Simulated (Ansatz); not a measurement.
An Ansatz (a quantum-chemistry and plane-wave program) run: Ge with a change (isotropic strain −0.50 %); PBEsol (Ansatz), no spin-orbit coupling.

Input:

Ansatz 0.2 input:
```yaml
crystal:
  lattice:
    - [0, 2.8238860878, 2.8238860878]
    - [2.8238860878, 0, 2.8238860878]
    - [2.8238860878, 2.8238860878, 0]
  atoms:
    - { symbol: Ge, position: [0, 0, 0] }
    - { symbol: Ge, position: [0.25, 0.25, 0.25] }
basis: { ecutwfc: 420, ecutrho_ratio: 4, xc_grid: 2, fft_grid_basis: typed }
kpoints: { mp_grid: { grid: [14, 14, 14] } }
hamiltonian:
  xc: pbesol
  dispersion: none
  pseudopotentials: { kind: paw }
scf: { occupations: { method: fermi_dirac, width: 0.05 }, convergence: { dr2_threshold: 0.0000000002 } }
relax: { f_tol: 0.005, max_steps: 50 }
output: { forces: true, stress: true }
checkpoint: { write: state.ck, write_every: 1000 }
```

Output (explanatory and most iteration lines left out):

```
Relaxation: its limit of steps is 50 (relax.max_steps)
Pseudopotential: Ge, paw, valence charge 14
Crystal: 2 atoms, lattice volume = 45.037 Å³
Basis set: ecut = 420 eV, 893 PW (Γ), exchange–correlation on 54×54×54 points (8 copies of the dense FFT grid, shifted against one another)
Bands: 18, of which v1, the nominal top of the filled ones, is band 14 counted from 1 (13 counted from 0)
Symmetry: 48 space group operations
Space group: Fd-3m (ITA 227), of the structure as read, at distance tolerance 3.6e-5 Å
k-points: 104 of 2744
Functional: x = pbesol(κ = 0.804, μ = 0.12345679012345678), c = pbesol(β = 0.046)
SCF iter   1: F=—  HF=-8506.993214 eV  |F-HF|=—  |Δ(HF+E_count)|=         —  Δρ=2.53e-3  dr2=3.35e-3  ethr=1.77e-3  ⟨swp⟩=6.0  Hψ=8936  notcnv=0
SCF iter   2: F=—  HF=-8506.991895 eV  |F-HF|=—  |Δ(HF+E_count)|=   1.32e-3  Δρ=1.79e-3  dr2=1.83e-3  ethr=1.20e-5  ⟨swp⟩=1.4  Hψ=2761  notcnv=0
SCF 1 converged in 9 iterations: F = -8506.991883 eV  dr2 = 5.31e-11
relax step   1: F+E_penalty+E_count = -8506.99188320 eV  Δ(F+E_penalty+E_count) = +0.000e0 eV  max|allowed force component| = 1.850e-17 eV/Å  Δτ_max = 0.0000 Å  (9 SCF iters, accepted)
SCF converged after 9 iterations
Free energy (F): -8506.991883 eV
Internal energy: -8506.991496 eV  (E = F + TS)
E sigma→0 (E₀):  -8506.991690 eV
Entropy (-TS):   -0.000387 eV (-0.194 meV/atom)
Fermi energy:    8.557264 eV
--- Forces (eV/Å), atoms counted from 1 ---
  atom   1  Ge     0.00000000    -0.00000000     0.00000000
  atom   2  Ge     0.00000000     0.00000000     0.00000000
--- Stress (GPa, compression-positive) ---
        1.036780      -0.000000       0.000000
        0.000000       1.036780       0.000000
        0.000000      -0.000000       1.036780
  P = ⅓ Tr σ = 1.0368 GPa (10.368 kbar)
--- Relaxed structure (1 steps of the walk, 1 accepted, 0 SCFs on fresh bases) ---
  atoms:
    - { symbol: Ge, position: [0.0, 0.0, 0.0] }
    - { symbol: Ge, position: [0.25, 0.25, 0.25] }
```

Whether these cells are dynamically stable was not tested. The cell was made from Ge in the diamond structure (space group Fd-3m, No. 227) by this change: isotropic strain −0.50 %.
